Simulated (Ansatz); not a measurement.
The starting structures come from a database of crystals and need not be the phases stable at ambient conditions.

Inside the gap of an insulator the Bloch states are evanescent, with a wavenumber k + iκ along the transport direction.

Given:

```xyz
9
Lattice="7.1859 0.0000 0.0000 0.0000 10.1624 0.0000 3.5929 5.0812 3.5929" Properties=species:S:1:pos:R:3 pbc="T T T"
Rb     3.5929     2.5406     0.0000
Rb     3.5929     7.6218     0.0000
Sn     0.0000     0.0000     0.0000
Cl     5.3239     5.0812     1.8620
Cl     5.4549    10.1624     1.7309
Cl     1.7309    10.1624     1.7309
Cl     1.8620     5.0812     1.8620
Cl     0.0000     2.4479     0.0000
Cl     0.0000     7.7145     0.0000
```

Space group of this cell: Fm-3m. The cell is taken as given.

Transport runs along the normal of the first two printed cell vectors, the (110) plane of the conventional cell.

The gap is the functional's own, uncorrected, and κ follows it; spin-orbit coupling is left out. Mid-gap values are interpolated between the computed energies.

Question: Estimate the band gap and the smallest decay constant κ at mid-gap that r2SCAN (Ansatz, a first-principles code) returns for this system.

Answer: Gap 3.03 eV on a 8×8×8 mesh; κ = 0.318 1/Å, at the zone centre.
